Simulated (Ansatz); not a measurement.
Consider SiC in the zinc blende structure (space group F-43m, No. 216; a = 4.356 Å).

Method: Ansatz (an electronic-structure program), r2SCAN, PAW, cutoff 500 eV, no spin-orbit coupling.

Base values:

| Item | Value |
|---|---|
| Band gap | 1.71 eV |
| Lattice parameter a | 4.356 Å |
| Electron mass | 0.64 mₑ along k, 0.23 mₑ across (at X) |

Now apply this change: cell and atoms relaxed at a pressure of 10 GPa.

Task: What does the calculation give for the band gap, lattice parameter a and electron mass after the change?

Result: The band gap drops by 0.028 eV to 1.69 eV; the lattice parameter a decreases by 0.0587 Å (4.356 Å → 4.298 Å); the electron mass goes from 0.64 mₑ along k, 0.23 mₑ across (at X) to 0.63 mₑ along k, 0.22 mₑ across (at X).

Load acts through the strain it causes; cell and atoms are relaxed under it. Masses are band curvatures over ±0.01 Å⁻¹ around the edge. Along k means along the line from Γ to the band edge. Whether these cells are dynamically stable was not tested. No other phases were tried under pressure.
